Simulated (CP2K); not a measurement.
Band structure of Cd (P6_3/mmc, 4 atoms in the cell).

```
Cd
1.0
    3.18870     0.00000     0.00000
   -1.59435     2.76150     0.00000
    0.00000     0.00000    10.25967
Cd
4
Cartesian
  0.00000   0.00000   0.00000
  0.00000   0.00000   5.12984
  0.00000   1.84100   2.56492
  1.59435   0.92050   7.69476
```

Method: PBE, GPW, DZVP-MOLOPT-SR-GTH basis, GTH-PBE potentials (GTH_POTENTIALS) (CP2K 2026.2).

Settings: CUTOFF = 500 Ry; REL_CUTOFF = 50 Ry; SMEAR/METHOD = GAUSSIAN; SIGMA = 0.1 eV; KPOINTS/SCHEME = MONKHORST-PACK 8 8 3; GAMMA_CENTERED = T; XC_FUNCTIONAL = PBE; Cd/BASIS_SET = DZVP-MOLOPT-SR-GTH-q12; Cd/POTENTIAL = GTH-PBE-q12; METHOD = GPW; EPS_DEFAULT = 1e-10; EXTRAPOLATION = USE_GUESS; NGRIDS = 5; SCF_GUESS = ATOMIC.

The starting cell was generated: these elements placed on a structure prototype, without a prior relaxation; it need not be a known phase or ordering of this composition. Its lattice was rescaled by a random factor within 2.5 % of one. Values carry the incompleteness of an atom-centred basis.

Levels in eV from the Fermi level, bands 21 to 26:
```
point     21     22     23     24     25     26
-----  -----  -----  -----  -----  -----  -----
Γ      -8.42  -6.89  -6.89  -2.19  -1.22   6.45
M      -2.67  -2.61  -1.62  -1.51  -0.62  -0.39
K      -0.98  -0.70  -0.70   0.43   0.76   0.93
A      -8.19  -8.19  -4.73  -4.73   2.04   2.04
L      -2.39  -2.39  -2.18  -2.18   0.59   0.59
H      -0.60  -0.60  -0.43  -0.43  -0.01  -0.01
```

Bands cross the Fermi level along this path, so the cell is metallic at this level.

Higher empty bands are left out: an atom-centred basis made for the valence describes them poorly.
